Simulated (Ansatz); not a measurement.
A computed series for Rb2GeF6: pressure series

The parent structure is Rb2GeF6 (space group P-3m1, No. 164; a = 5.8292 Å, c = 4.7741 Å).

Cell and atoms are relaxed at each pressure.

The values are results of r2SCAN (Ansatz, a quantum-chemistry and plane-wave program), without spin-orbit coupling, not measurements.

Two rows of this table had their results exchanged by mistake.

```tsv
pressure	volume per atom (Å³)	shortest distance (Å)	band gap
pressure 0.3 GPa	15.46	1.808	7.28 eV
pressure 0.7 GPa	15.27	1.807	7.32 eV
pressure 1.5 GPa	14.94	1.805	7.39 eV
pressure 3 GPa	13.38	1.794	7.79 eV
pressure 5 GPa	13.90	1.799	7.65 eV
pressure 7.5 GPa	14.43	1.802	7.51 eV
pressure 10 GPa	12.96	1.791	7.92 eV
```

Task: Which two?

Result: The rows for pressure 3 GPa and pressure 7.5 GPa: the volume has to fall steadily with pressure, so 14.43 Å³ belongs to pressure 3 GPa and 13.38 Å³ to pressure 7.5 GPa.

Load acts through the strain it causes; cell and atoms are relaxed under it. No phonon test of stability was made. Competing high-pressure phases were not computed.
